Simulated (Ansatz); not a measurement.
Start from Pt in the fcc (Cu type) structure (space group Fm-3m, No. 225; a = 3.942 Å; relaxed with 0.1 eV smearing). Axes: x, y, z lie along the cube axes.

Level of theory: r2SCAN (Ansatz, a first-principles code; PAW; 500 eV plane waves; no spin-orbit coupling), earlier PAW set.

The change: biaxial strain −1.46 %, plane normal [001], relaxed out of plane (Cartesian); in-plane vectors clamped, the third vector and the atoms free.

Estimate the effect on the in-plane stress and energy relative to the base.

The mean in-plane stress (compression positive) amounts to +3.9 GPa; the energy goes up by 5.2 meV/atom.

No phonon test of stability was made. All final runs are without spin polarisation.
